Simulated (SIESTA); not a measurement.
Input and output of a self-consistent single point for YAl₂Ni (Cmcm, 8 atoms in the cell) (SIESTA).

Level of theory: LDA PW92, numerical atomic orbitals DZP, PseudoDojo LDA standard norm-conserving potentials (rewritten from UPF to PSML) (SIESTA).

```
YAl2Ni
1.0
    2.00924    -5.14610     0.00000
    2.00924     5.14610     0.00000
    0.00000     0.00000     6.85028
Y Al Ni
2 4 2
Cartesian
  2.00924   4.53670   1.71257
  2.00924  -4.53670   5.13771
  2.00924  -1.66590   6.46886
  2.00924   1.66590   0.38142
  2.00924   1.66590   3.04372
  2.00924  -1.66590   3.80656
  2.00924  -2.92051   1.71257
  2.00924   2.92051   5.13771
```

Reference input (self-consistent single point, DFT, LDA PW92, numerical atomic orbitals DZP, PseudoDojo LDA standard norm-conserving potentials (rewritten from UPF to PSML)): XC.functional = LDA; XC.authors = PW92; potentials = PseudoDojo LDA standard; PAO.BasisSize = DZP; PAO.EnergyShift = 0.005 Ry; MeshCutoff = 300 Ry; kgrid.MonkhorstPack = 6 6 4; OccupationFunction = MP; OccupationMPOrder = 1; ElectronicTemperature = 100 meV; MaxSCFIterations = 150; SCF.Mixer.Method = Pulay. This run's input differs from it in these lines:

```diff
@@ -35,5 +35,5 @@
 %block kgrid.MonkhorstPack
-    6   0   0  0.0
-    0   6   0  0.0
-    0   0   4  0.0
+    5   0   0  0.0
+    0   5   0  0.0
+    0   0   3  0.0
 %endblock kgrid.MonkhorstPack
@@ -41,3 +41,3 @@
 OccupationMPOrder            1
-ElectronicTemperature        100.0 meV
+ElectronicTemperature        300.0 meV
```

Output, abridged:

```
        iscf     Eharris(eV)        E_KS(eV)     FreeEng(eV)     dDmax    Ef(eV) dHmax(eV)
   scf:    1   -11480.404566   -11577.304386   -11577.300196  1.469663 -5.322695 28.260246
   scf:    2   -11520.940665   -11590.488599   -11590.508305  0.444361 -6.128331 20.724769
   scf:    3   -11615.417776   -11606.867855   -11606.902383  0.134154 -5.972454  5.303762
   scf:    4   -11600.245013   -11606.668940   -11606.677406  0.118223 -5.845706  7.161541
   scf:    5   -11596.418425   -11605.770606   -11605.807993  0.126142 -6.045053  8.234370
   [... 5 lines left out ...]
   scf:   11   -11608.607104   -11608.606789   -11608.633034  0.000941 -5.963574  0.001980
   scf:   12   -11608.606801   -11608.606795   -11608.633033  0.000067 -5.963648  0.003797
   scf:   13   -11608.606779   -11608.606788   -11608.633034  0.000040 -5.963707  0.000684
   scf:   14   -11608.606790   -11608.606789   -11608.633034  0.000005 -5.963705  0.000190
SCF Convergence by DM+H criterion
max |DM_out - DM_in|         :     0.0000054553
max |H_out - H_in|      (eV) :     0.0001897696
SCF cycle converged after 14 iterations

Using DM_out to compute the final energy and forces

siesta: E_KS(eV) =           -11608.6068

siesta: E_KS - E_eggbox =    -11608.6068

siesta: Atomic forces (eV/Ang):
     1   -0.000000   -0.017093   -0.000000
     2   -0.000000    0.017087    0.000000
     3    0.000000    0.107922    0.098591
     4    0.000000   -0.107920   -0.098634
     5    0.000000   -0.107920    0.098634
     6    0.000000    0.107922   -0.098591
     7   -0.000000    0.079269    0.000000
     8   -0.000000   -0.079265   -0.000000
   Tot   -0.000000    0.000000   -0.000000
   Max    0.107922
   Res    0.064108    sqrt( Sum f_i^2 / 3N )
   Max    0.107922    constrained

   [... lines left out ...]
siesta: FreeEng =    -11608.633034
siesta: Cell volume =        141.660365 Ang**3
siesta:         -50.14780758        -47.08603764  kBar
   [... lines left out ...]

             -0.153  -0.141  -0.150

mulliken: Qtot =       70.000

Mulliken Atomic Populations:
Atom #   charge [q] valence [e]  Species
     1     0.720643   10.279357  Y
     2     0.720645   10.279355  Y
     3    -0.600053    3.600053  Al
     4    -0.600053    3.600053  Al
     5    -0.600053    3.600053  Al
     6    -0.600053    3.600053  Al
     7     0.479457   17.520543  Ni
     8     0.479467   17.520533  Ni
 Total     0.000000
```

The run converged in 14 iterations. Against the reference run the free energy goes up by 7.6 meV/atom, the pressure stays near -5.01 GPa while the yy stress (positive for compression) goes from -4.93 to -4.62 GPa and the largest force goes from 0.132 to 0.146 eV/Å.

The starting cell comes from a database of computed structures (which also holds hypothetical and non-ambient phases and stackings), without a prior relaxation at this level. Spin polarisation is off. Values carry the incompleteness of an atom-centred basis. With a pressure of about -5 GPa the cell is away from its equilibrium volume at this level.

Cost on one core of a shared machine: roughly 6 min.
